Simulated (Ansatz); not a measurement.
The reference is Sr in the fcc (Cu type) structure (space group Fm-3m, No. 225; a = 6.100 Å).

Calculations: plane-wave PAW DFT at the r2SCAN level (Ansatz, a first-principles code, 500 eV), no spin-orbit coupling, earlier PAW set.

For the base:

| Quantity | Value |
|---|---|
| Volume per atom | 56.75 Å³ |

Perturbation: full substitution Sr → Be, then cell and atoms are relaxed.

Task: What happens to the volume per atom?

Result: The volume per atom decreases by 48.86 Å³, from 56.75 Å³ to 7.89 Å³.

Whether these cells are dynamically stable was not tested. As relaxed here, Be is a hypothetical phase, not in the database extracts checked.
